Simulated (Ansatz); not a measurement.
## OH on the 1x1 (101) surface of tetragonal HfO2 (a metastable polymorph) (cut with top plane O), one in a 1x1 cell, started at the site 'top O #2'

Host crystal: tetragonal HfO2, with a band gap (PBE, scalar-relativistic without spin-orbit coupling).

The numbers are results of PBE (plane waves to 420 eV, PAW; Ansatz, a program for electronic structure), not measurements.

Model: 20-atom slab, 7.6 Å thick at the start under the adsorbate (thin: gaps and levels are the slab's own), 6x3x1 mesh, Fermi-Dirac 0.01 eV, dipole correction, 8 atoms held, the rest relaxed; no symmetry held; spin-polarised, ending with about 1.0 μB a cell; orders that need a larger cell were not tried, no spin-orbit, no U, no dispersion correction. At the end it is bonded to Hf. In PBE this state lies 0.05 eV over the lowest of the starts that converged ('over O at depth 1.5 Å').

- adsorption energy against H2O(g) − ½ H2(g): 1.53 eV
- change of the step from the bottom to the top vacuum level, against the clean slab: 0.045 eV
- energy released by relaxation: 5.49 eV
- height of the binding atom over the mean of the host atoms within 0.3 Å of the top one: 1.147 Å
- magnetic moment of the cell: 1.00 μB
- nearest host atoms of the binding atom: Hf at 2.12 Å, O at 2.23 Å, O at 2.86 Å
- largest move of a host atom: 0.36 Å
- caution: the clean host was not checked against rearrangement in a larger or rattled cell
- note: in the relaxation the adsorbate left its starting site by 1.6 Å
- cost: about 30 core-minutes (a rough figure)

A negative adsorption energy means that the adsorbate is more stable on the surface than in its reference.
